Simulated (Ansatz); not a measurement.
A self-consistent single point of SrIn2 (P3m1, 6 atoms in the cell) with Ansatz (an electronic-structure program).

Method: LDA (PW92), default PAW files made with PBE (plane waves; Ansatz).

```
SrIn2
1.0
    5.06967     0.00000     0.00000
   -2.53484     4.39046     0.00000
    0.00000     0.00000     8.15589
Sr In
2 4
Direct
  0.00000   0.00000   0.75613
  0.00000   0.00000   0.25000
  0.33333   0.66667   0.95349
  0.66667   0.33333   0.04651
  0.66667   0.33333   0.45349
  0.33333   0.66667   0.54651
```

Reference input (self-consistent single point, DFT, LDA (PW92), plane waves, default PAW files made with PBE): basis.ecutwfc = 420 eV; kpoints.mp_grid.grid = 7 7 3; hamiltonian.xc = lda; hamiltonian.pseudopotentials = {kind: paw} (the program's default PAW files); scf.occupations.method = gaussian; scf.occupations.width = 0.1 eV. This run's input differs from it in these lines:

Ansatz 0.2 input:
```diff
@@ -15,3 +15,3 @@
 kpoints:
-  mp_grid: { grid: [7, 7, 3] }
+  mp_grid: { grid: [12, 12, 5] }
 hamiltonian:
@@ -20,3 +20,3 @@
 scf:
-  occupations: { method: gaussian, width: 0.1 }
+  occupations: { method: cold, width: 0.3 }
 output:
```

Output, abridged:

```
SCF iter   1: F=—  HF=-28720.507886 eV  |F-HF|=—  |Δ(HF+E_count)|=         —  Δρ=6.83e-3  dr2=4.23e-2  ethr=1.77e-3  ⟨swp⟩=9.1  Hψ=18070  notcnv=0
all-band conjugate gradients solve this SCF's bands
preconditioner: auto → Kerker (q_TF=auto, 2.339 Å⁻¹)
SCF iter   2: F=—  HF=-28720.497991 eV  |F-HF|=—  |Δ(HF+E_count)|=   9.90e-3  S|Δr|=    0.00e0  Δρ=2.97e-3  dr2=8.32e-3  ethr=5.87e-5  ⟨swp⟩=2.0  Hψ=6106  notcnv=0
   [... lines left out ...]
SCF iter   6: F=—  HF=-28720.495874 eV  |F-HF|=—  |Δ(HF+E_count)|=   1.49e-6  S|Δr|=    0.00e0  Δρ=1.29e-5  dr2=1.14e-6  ethr=1.17e-8  ⟨swp⟩=2.0  Hψ=3917  notcnv=0
SCF iter   7: F=—  HF=-28720.495874 eV  |F-HF|=—  |Δ(HF+E_count)|=   2.57e-7  S|Δr|=    0.00e0  Δρ=5.12e-6  dr2=1.46e-7  ethr=1.58e-9  ⟨swp⟩=3.0  Hψ=6407  notcnv=0
SCF iter   8: F=-28720.495874 eV  HF=-28720.495874 eV  |F-HF|=1.00e-8  |Δ(HF+E_count)|=   2.82e-8  S|Δr|=    0.00e0  Δρ=1.68e-6  dr2=1.66e-8  ethr=1.39e-10  ⟨swp⟩=11.7  Hψ=17375  notcnv=0
SCF 1 converged in 8 iterations: F = -28720.495874 eV  dr2 = 1.66e-8
Stability not checked (fill_not_monotonic)
Free energy (F): -28720.495874 eV
Internal energy: -28720.503880 eV  (E = F + TS)
E sigma→0 (E₀):  -28720.498542 eV
Entropy (-TS):   0.008006 eV (1.334 meV/atom)
Fermi energy:    8.781209 eV
--- Forces (eV/Å), atoms counted from 1 ---
  atom   1  Sr    -0.00000000    -0.00000000    -0.17223845
  atom   2  Sr     0.00000000     0.00000000     0.07346160
  atom   3  In     0.00000000    -0.00000000    -0.01495950
  atom   4  In     0.00000000     0.00000000     0.06589282
  atom   5  In     0.00000000     0.00000000    -0.00162377
  atom   6  In     0.00000000    -0.00000000     0.04946607
--- Stress (GPa, compression-positive) ---
       -3.690252       0.000000      -0.000000
        0.000000      -3.690252      -0.000000
       -0.000000      -0.000000      -3.164889
  P = ⅓ Tr σ = -3.5151 GPa (-35.151 kbar)
  The stress holds the Pulay correction. Without it, at fixed plane waves, as pw.x and ABINIT print it: P = -3.5264 GPa
```

The run converged in 8 iterations. Against the reference run the free energy drops by 2.6 meV/atom, the pressure hardly changes (-3.53 to -3.52 GPa) and the largest force hardly changes (0.168 to 0.172 eV/Å).

The starting cell comes from a database of computed structures (which also holds hypothetical and non-ambient phases and stackings), without a prior relaxation at this level. Its lattice was rescaled by up to half a per cent. One atom was moved a little off its site on purpose. With a pressure of about -4 GPa the cell is away from its equilibrium volume at this level. Ansatz's pressure includes its estimate of the finite-basis (Pulay) stress.

Cost on one core of a shared machine: roughly 50 s.
